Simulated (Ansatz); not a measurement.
# BaTaO3 (Pm-3m, No. 221, 5 atoms in the cell; start mp-754678): properties by level of theory

| level (code) | lattice constant a (Å) | bulk modulus (GPa) | cohesive energy (eV/atom) |
|---|---|---|---|
| LDA (Ansatz) | 4.038 | 211 | 7.94 |
| PBEsol (Ansatz) | 4.070 | 196 | 7.24 |
| r²SCAN (Ansatz) | 4.092 | 195 | 6.85 |

Caveats: the bulk modulus is −V dP/dV from two relaxed cells at ±2 % in volume (LDA, PBEsol, r²SCAN); the relaxation could not lower the start's symmetry, so the cell can be a saddle point above a distorted one (LDA, PBEsol, r²SCAN). Ansatz's density-functional and Hartree–Fock values are scalar-relativistic unless marked +SOC, with PAW data made under PBE.

Free atoms are spin-polarised, in the lowest state found; at levels without +SOC their spin–orbit coupling is left out.

A start named mp-… is a Materials Project structure, which need not be a measured phase.

Ansatz is a quantum-chemistry and plane-wave program.
